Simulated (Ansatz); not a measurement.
For CsCl-type CoAl, PBE (Ansatz, an electronic-structure program, plane waves, PAW) gives:

| Property | Result |
|---|---|
| lattice parameter a | 2.852 Å |
| bulk modulus B0 | 179 GPa |
| cohesive energy | 4.82 eV/atom |
| TO(Γ) frequency | 326 cm⁻¹ |
| elastic constant C11 | 293 GPa |
| elastic constant C44 | 140 GPa |
| Voigt–Reuss–Hill shear modulus | 115 GPa |
| formation enthalpy | -0.591 eV/atom |

Q: What does r²SCAN+rVV10 (Ansatz, plane waves, PAW) give for the same quantities?

A: 
- lattice constant a: 2.817 Å (falls by 1.2 %)
- bulk modulus: 202 GPa (increases by 13 %)
- cohesive energy: 4.89 eV/atom (goes up by 0.07 eV/atom)
- zone-centre TO phonon frequency: 352 cm⁻¹ (increases by 8.0 %)
- elastic constant C11: 353 GPa (goes up by 20 %)
- elastic constant C44: 168 GPa (rises by 20 %)
- Voigt–Reuss–Hill shear modulus: 143 GPa (increases by 24 %)
- formation enthalpy: -0.538 eV/atom (moves by +0.053 eV/atom)

For comparison: lattice constant a 2.861 Å (measured, room temperature, not corrected to a static lattice; as tabulated in Yamada et al. (2019), arXiv:1910.09660); bulk modulus 162 GPa (measured, room temperature, not corrected to a static lattice; as tabulated in Yamada et al. (2019), arXiv:1910.09660); formation enthalpy -0.537 ± 0.01 eV/atom (measured, 298 K, copied from a table, unchecked, not corrected to a static lattice; as tabulated in Wang et al. (2021), doi:10.1038/s41598-021-94550-5).

Changes are worked out from the printed values.

Unless a cell is named, each level is at its own relaxed cell (PBE 11.60, r²SCAN+rVV10 11.18 Å³/atom).

The crystal itself was run without spin with PBE, r²SCAN+rVV10; a magnetic state was not tried in these runs.

Ansatz's density-functional and Hartree–Fock values are scalar-relativistic unless marked +SOC, with PAW data made under PBE.
